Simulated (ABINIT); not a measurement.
ABINIT run on VCu₃O₄ (I-42m, 8 atoms in the cell): self-consistent single point.

Computed with LDA (PW92), PAW (JTH v2.0 LDA PAW) (plane waves; ABINIT 10.0.3).

The change in words: lattice scaled by 0.98. Reference geometry:
```
VCu3O4
1.0
   -2.31236     2.31236     4.55176
    2.31236    -2.31236     4.55176
    2.31236     2.31236    -4.55176
V Cu O
1 3 4
Direct
  0.00000   0.00000   0.00000
  0.25000   0.75000   0.50000
  0.75000   0.25000   0.50000
  0.50000   0.50000   0.00000
  0.11159   0.65947   0.00000
  0.34053   0.34053   0.45212
  0.65947   0.11159   0.00000
  0.88841   0.88841   0.54788
```

Reference input (self-consistent single point, DFT, LDA (PW92), plane waves, PAW (JTH v2.0 LDA PAW)): pseudos = [V.LDA_PW-JTH.xml, Cu.LDA_PW-JTH.xml, O.LDA_PW-JTH.xml]; ecut = 60 Ry; pawecutdg = 120 Ry; pawxcdev = 0; ixc = 7; occopt = 7; tsmear = 0.00499791 Ha; ngkpt = 5 5 5; nshiftk = 1; shiftk = 0 0 0; potentials = JTH v2.0 LDA PAW; nband = 59. This run's input differs from it in these lines:

```diff
@@ -3,7 +3,7 @@
 pseudos "V.LDA_PW-JTH.xml, Cu.LDA_PW-JTH.xml, O.LDA_PW-JTH.xml"
-acell 5.6046929079 5.6046929079 5.6046929079 Angstrom
+acell 5.4925994592 5.4925994592 5.4925994592 Angstrom
 rprim
-        -0.4125762175    0.4125762175    0.8121340589
-         0.4125762175   -0.4125762175    0.8121340589
-         0.4125762175    0.4125762175   -0.8121340589
+        -0.4125762340    0.4125762340    0.8121340420
+         0.4125762340   -0.4125762340    0.8121340420
+         0.4125762340    0.4125762340   -0.8121340420
 natom 8
@@ -14,9 +14,9 @@
          0.0000000000    0.0000000000    0.0000000000
-         2.3123630000   -0.0000000000    2.2758810000
-         0.0000000000    2.3123630000    2.2758810000
-         0.0000000000   -0.0000000000    4.5517620000
-         1.2668974404   -1.2668974404    3.5096816077
-         1.0454655596    1.0454655596    1.0420803923
-        -1.2668974404    1.2668974404    3.5096816077
-         1.2668974404    1.2668974404    5.5938423923
+         2.2661160000    0.0000000000    2.2303635000
+         0.0000000000    2.2661160000    2.2303635000
+         0.0000000000    0.0000000000    4.4607270000
+         1.2415596341   -1.2415596341    3.4394881606
+         1.0245563659    1.0245563659    1.0212388394
+        -1.2415596341    1.2415596341    3.4394881606
+         1.2415596341    1.2415596341    5.4819658394
       Angstrom
```

Log, with long lists cut:

```
--- !BeginCycle
solver: {iscf: 17, nstep: 80, nline: 4, wfoptalg: 10, }
tolerances: {tolvrs: 1.00E-11, }
...

     iter   Etot(hartree)      deltaE(h)  residm     nres2
 ETOT  1  -724.76620967507    -7.248E+02 4.139E+00 7.846E+02
 ETOT  2  -734.55646264726    -9.790E+00 2.243E-01 1.742E+03
 ETOT  3  -731.74551004634     2.811E+00 2.412E-01 5.176E+02
 ETOT  4  -731.34113612422     4.044E-01 5.324E-02 2.035E+02
 ETOT  5  -731.18665026592     1.545E-01 2.623E-02 9.887E+01
   [... 21 lines left out ...]
 ETOT 27  -731.10889249480    -2.728E-12 6.963E-06 1.383E-09
 ETOT 28  -731.10889249479     7.049E-12 7.107E-06 1.834E-10
 ETOT 29  -731.10889249479    -1.933E-12 4.387E-06 2.776E-11
 ETOT 30  -731.10889249480    -9.436E-12 4.477E-06 6.395E-12
 At SCF step   30       nres2   =  6.39E-12 < tolvrs=  1.00E-11 =>converged.

 Cartesian components of stress tensor (hartree/bohr^3)
  sigma(1 1)=  2.96263393E-04  sigma(3 2)=  0.00000000E+00
  sigma(2 2)=  2.96263393E-04  sigma(3 1)=  0.00000000E+00
  sigma(3 3)=  2.90626982E-04  sigma(2 1)=  0.00000000E+00

 ----iterations are completed or convergence reached----

 reduced coordinates (array xred) for    8 atoms
       0.000000000000      0.000000000000      0.000000000000
       0.250000000000      0.750000000000      0.500000000000
       0.750000000000      0.250000000000      0.500000000000
       0.500000000000      0.500000000000      0.000000000000
       0.111589999977      0.659470000019      0.000000000000
       0.340529999981      0.340529999981      0.452119999958
   [... lines left out ...]
 Fermi (or HOMO) energy (eV) =   5.43054   Average Vxc (eV)= -11.22013
   [... lines left out ...]
'-kT*entropy'       : -6.35090481952456E-05
total_energy        : -7.31108892617548E+02
total_energy_eV     : -1.98944847204756E+04
...

-Cartesian components of stress tensor (GPa)         [Pressure= -8.6611E+00 GPa]
- sigma(1 1)=  8.71636849E+00  sigma(3 2)=  0.00000000E+00
- sigma(2 2)=  8.71636849E+00  sigma(3 1)=  0.00000000E+00
- sigma(3 3)=  8.55053957E+00  sigma(2 1)=  0.00000000E+00

 Calculation completed.
```

The run converged in 30 iterations. Against the reference run the free energy drops by 54.3 meV/atom, the pressure goes from -16.47 to -8.66 GPa and the largest force goes from 0.697 to 0.115 eV/Å.

The starting cell comes from a database of computed structures (which also holds hypothetical and non-ambient phases and stackings), without a prior relaxation at this level. Its lattice was rescaled by a random factor within 2.5 % of one. For this run, on top of that: lattice scaled by 0.98. Spin polarisation is off, so a magnetic state, if there is one, cannot be reached. With a pressure of about -9 GPa the cell is away from its equilibrium volume at this level.

Cost on one core of a shared machine: roughly 8 min.
